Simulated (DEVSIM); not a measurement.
Device: Co/SiO2/n-Si capacitor, at 400 K.

Layer 1 from the left is SiO2, thickness (nm) 39.0. Layer 2 from the left is Si, thickness (nm) 6500, Nd (cm⁻³) 7.9e15.

Metal gate on the left, work function 5 eV. Fixed charge at the semiconductor interface 0 cm⁻² (in units of +e); no interface traps.

The device is made up for the run: typed textbook-type constants, with dimensions and the other settings drawn at random. Values at 300 K; Nc and Nv go as T^1.5, mobilities as T to minus their exponent, the gap by Varshni's rule with the affinity fixed.

SiO2: gap (eV) 9, affinity (eV) 0.9, permittivity 3.9. Si: gap (eV) 1.124, affinity (eV) 4.05, permittivity 11.7, Nc (cm⁻³) 2.86e19, Nv (cm⁻³) 3.1e19, Varshni α (eV/K) 0.000473, Varshni β (K) 636.

Simulated with DEVSIM: 1D Poisson equation in equilibrium, Boltzmann statistics, complete ionisation; no quantum confinement or tunnelling. Metal contacts follow the ideal Schottky-Mott rule: no Fermi-level pinning, no interface dipoles.

### Question
What does the simulation give for the flat-band voltage, the threshold voltage (band bending 2φF), the minimum of the low-frequency capacitance?

### Answer
flat-band voltage 0.65 V; threshold voltage (band bending 2φF) -0.25 V; minimum of the low-frequency capacitance 0.0297 μF/cm².
